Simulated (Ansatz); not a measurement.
Given:

```
Ge
1.0
    0.00000     2.90992     2.90992
    2.90992     0.00000     2.90992
    2.90992     2.90992     0.00000
Ge
2
Direct
  0.00000   0.00000   0.00000
  0.25000   0.25000   0.25000
```

Method: r2SCAN with spin-orbit coupling, rigid bands (plane waves, PAW; Ansatz, a quantum-chemistry and plane-wave program). Condition of this run: hydrostatic pressure of -4.2 GPa (compression positive) (the target of the relaxation). Geometry: cell and atoms relaxed with PBEsol, then loaded as said.

Is this a good metal at this level?

No. No gap is resolved, and few carriers conduct, as in a semimetal or a zero-gap semiconductor. N(E_F) = 0.0044 states/eV a cell at 300 K and the Drude plasma energy along the best axis is 0.173 eV, several times under that of a simple or noble metal.
